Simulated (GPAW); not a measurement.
Band structure of CaO (Fm-3m, 2 atoms in the cell).

```
CELL_PARAMETERS angstrom
      0.00000     2.35428     2.35428
      2.35428     0.00000     2.35428
      2.35428     2.35428     0.00000
ATOMIC_POSITIONS crystal
  Ca 0.00000 0.00000 0.00000
  O  0.50000 0.50000 0.50000
```

Method: PBE, GPAW PAW datasets PBE (gpaw-data 1.0.1) (plane waves; GPAW).

Settings: mode = pw; ecut = 900 eV; xc = PBE; kpts = 12 12 12; mesh shift (steps) = 0 0 0; occupations.name = fermi-dirac; occupations.width = 0.02 eV; nbands = -6; convergence.density = 1e-05 e/electron; convergence.bands = -4; symmetry.symmorphic = false; symmetry.tolerance = 0.0005; maxiter = 150; bandpath_npoints = 40.

The starting cell comes from a database of computed structures (which also holds hypothetical and non-ambient phases and stackings), without a prior relaxation at this level. Its lattice was rescaled by a random factor within 2.5 % of one.

Problem. Predict the gap along the standard path and the places of the band edges.

Solution. The gap along the path is 3.67 eV, from Γ to X; the smallest direct gap on it is 4.03 eV.

Levels in eV from the top of the valence band on the SCF mesh, bands 5 to 12:
| point | 5 | 6 | 7 | 8 | 9 | 10 | 11 | 12 |
|---|---|---|---|---|---|---|---|---|
| Γ | -15.61 | 0.00 | 0.00 | 0.00 | 5.26 | 6.39 | 6.39 | 6.39 |
| X | -15.37 | -1.27 | -0.36 | -0.36 | 3.67 | 8.49 | 9.19 | 9.89 |
| W | -14.86 | -1.36 | -1.05 | -1.05 | 6.51 | 6.51 | 8.79 | 9.90 |
| K | -14.89 | -1.38 | -1.20 | -0.82 | 5.27 | 8.30 | 8.99 | 9.37 |
| L | -14.15 | -2.76 | -1.29 | -1.29 | 7.35 | 8.66 | 8.66 | 8.97 |
| U | -14.89 | -1.38 | -1.20 | -0.82 | 5.27 | 8.30 | 8.99 | 9.37 |
